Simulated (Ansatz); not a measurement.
Take SnSe2 in the CdI2 type structure (space group P-3m1, No. 164; layered, stacked along the Cartesian z axis) as the base.

```
CELL_PARAMETERS angstrom
      3.82584     0.00000     0.00000
     -1.91292     3.31327     0.00000
      0.00000     0.00000     6.23092
ATOMIC_POSITIONS crystal
  Sn 0.00000 0.00000 0.00000
  Se 0.33333 0.66667 0.25294
  Se 0.66667 0.33333 0.74706
```

Level of theory: r2SCAN+rVV10 (Ansatz, an electronic-structure program, PAW, no spin-orbit coupling).

Base values:

The band gap comes out as 0.94 eV. The smallest direct gap comes out as 1.49 eV. The In-plane lattice parameter a is 7.230 bohr.

The change: a free-standing slab of 3 layers (9 atoms, 3 a layer) is cut normal to the stacking axis, with 15 Å of vacuum and the in-plane cell relaxed.

Estimate the effect on the gap character.

The gap character is indirect, Γ–M (25 % along) → M.

Predict the new excess energy per area of both faces.

The excess energy per area of both faces (slab less bulk energy over the cell's area: twice a surface energy) is 0.29 J/m².

Predict the new band gap.

The band gap increases by 0.05 eV to 0.99 eV.

Predict the new smallest direct gap.

The smallest direct gap shrinks by 0.22 eV, from 1.49 eV to 1.27 eV.

What happens to the in-plane lattice parameter a?

The in-plane lattice parameter a falls by 0.006 bohr, from 7.230 bohr to 7.224 bohr.

Slab and bulk use different k-meshes, which limits the precision of the excess energy. Stability against distortions was not tested.
